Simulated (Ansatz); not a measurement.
**How far PBE and PBEsol part for BaTiO3, isotropic strain −2.34 %**

Start from BaTiO3 (space group P4mm, No. 99; a = 3.985 Å, c = 4.201 Å).

(Cell as relaxed with PBE.)

Levels (all Ansatz, a program for electronic structure, PAW): PBE (420 eV, scalar-relativistic without spin-orbit coupling); PBEsol (420 eV, no spin-orbit coupling).

Each level relaxes its own structure.

```
base                      PBE    PBEsol
-------------------  --------  --------
volume per atom      13.35 Å³  12.65 Å³
lattice parameter a   3.985 Å   3.955 Å
band gap              1.84 eV   1.85 eV
```

It is then changed as follows: the cell is scaled by 0.9766 in all directions, atoms relaxed at fixed cell.

```tsv
quantity	PBE	PBEsol
largest internal atomic displacement	0.044 Å	0.047 Å
energy relative to the base (free energy F)	+28 meV/atom	+32 meV/atom
pressure (mean of the normal stresses, compression positive)	107.1 kbar	129.1 kbar
smallest direct gap	2.39 eV	2.07 eV
band gap	1.93 eV	1.94 eV
```

PBE's energy relative to the base lies 3.9 meV/atom below PBEsol's; PBE's pressure lies 21.92 kbar below PBEsol's; PBE's smallest direct gap lies 0.32 eV above PBEsol's. Neither level is exact; PBEsol is the comparison here, not a measurement.

Whether these cells are dynamically stable was not tested. All final runs are without spin polarisation.
